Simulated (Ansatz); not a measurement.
## Pressure series in Mo

Base system: Mo in the bcc (W type) structure (space group Im-3m, No. 229; a = 3.130 Å).

Cell and atoms are relaxed at each pressure.

The values are results of Ansatz (an electronic-structure program), PBEsol, PAW, cutoff 420 eV, without spin-orbit coupling, not measurements.

Two rows of this table had their results exchanged by mistake.

| pressure | volume per atom (Å³) | shortest distance (Å) | band gap |
|---|---|---|---|
| pressure −2 GPa | 15.44 | 2.717 | zero |
| pressure −1 GPa | 14.87 | 2.683 | zero |
| pressure 0.9 GPa | 15.28 | 2.707 | zero |
| pressure 2.1 GPa | 15.21 | 2.704 | zero |
| pressure 4.5 GPa | 15.09 | 2.696 | zero |
| pressure 9 GPa | 15.38 | 2.714 | zero |
| pressure 15 GPa | 14.60 | 2.667 | zero |
| pressure 22.5 GPa | 14.30 | 2.648 | zero |
| pressure 30 GPa | 14.03 | 2.631 | zero |

Question: Which two?

Answer: The rows for pressure −1 GPa and pressure 9 GPa: the volume has to fall steadily with pressure, so 15.38 Å³ belongs to pressure −1 GPa and 14.87 Å³ to pressure 9 GPa.

Load acts through the strain it causes; cell and atoms are relaxed under it. Stability against distortions was not tested. Competing high-pressure phases were not computed. All final runs are without spin polarisation.
